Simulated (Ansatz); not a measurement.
Base system: Zr3N4 (space group Fd-3m, No. 227; a = 9.083 Å; a cell from a computed database, its experimental status unchecked).

Calculations: Ansatz (a quantum-chemistry and plane-wave program), PBEsol, PAW, cutoff 420 eV, no SOC.

For the base:

The hole mass is 0.50 mₑ (at X) and the electron mass comes out as 0.14, 0.65 mₑ (at Γ). The valley order is Γ 0.50 eV; L along ⟨111⟩ 1.87 eV and the lattice parameter a comes out as 9.083 Å.

Perturbation: a hydrostatic pressure of 3 GPa.

Task: Estimate the effect on the hole mass, electron mass, valley order and lattice parameter a.

Result: The hole mass (degenerate bands, along [100]) becomes 0.48 mₑ (at X) (base: 0.50 mₑ (at X)); the electron mass (degenerate bands, along [100]) changes from 0.14, 0.65 mₑ (at Γ) to 0.14, 0.64 mₑ (at Γ); the valley order (the lowest conduction-band minima on the path, energy above the VBM, named in the base's zone) goes from Γ 0.50 eV; L along ⟨111⟩ 1.87 eV to Γ 0.47 eV; L along ⟨111⟩ 1.88 eV; the lattice parameter a decreases by 0.041 Å, from 9.083 Å to 9.042 Å.

The levels and masses belong to the bands next to the band gap. Load acts through the strain it causes; cell and atoms are relaxed under it. Effective masses come from finite differences of ±0.01 Å⁻¹. Stability against distortions was not tested.
